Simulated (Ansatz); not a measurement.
## CuAu: isotropic strain +1.50 %

Start from CuAu (space group P4/mmm, No. 123; a = 2.8129 Å, c = 3.5930 Å; relaxed with 0.1 eV smearing).

The change: the cell is scaled by 1.0150 in all directions; the atoms relax in the strained cell.

Level of theory: plane-wave PAW DFT at the PBEsol level (Ansatz, an electronic-structure program, 420 eV), no spin-orbit coupling. Γ-centred 20×20×16 mesh, Fermi–Dirac width 0.1 eV.

```json
[
 {"quantity": "volume per atom", "base": "14.21 Å³", "changed": "14.86 Å³", "shift": "+0.65 Å³"},
 {"quantity": "space group", "base": "P4/mmm (No. 123)", "changed": "P4/mmm (No. 123)", "shift": "–"},
 {"quantity": "shortest interatomic distance", "base": "2.680 Å", "changed": "2.720 Å", "shift": "+0.040 Å"},
 {"quantity": "energy relative to the base (free energy F)", "base": "0 meV/atom", "changed": "+14 meV/atom", "shift": "+14 meV/atom"},
 {"quantity": "pressure (mean of the normal stresses, compression positive)", "base": "0.0 GPa", "changed": "-6.8 GPa", "shift": "-6.8 GPa"},
 {"quantity": "band gap", "base": "zero", "changed": "zero", "shift": "–"}
]
```

Final structure:

```xyz
2
Lattice="2.8550 0.0000 0.0000 0.0000 2.8550 0.0000 0.0000 0.0000 3.6468" Properties=species:S:1:pos:R:3 pbc="T T T"
Cu     0.0000     0.0000     0.0000
Au     1.4275     1.4275     1.8234
```

Whether these cells are dynamically stable was not tested. The final runs are not spin-polarised.
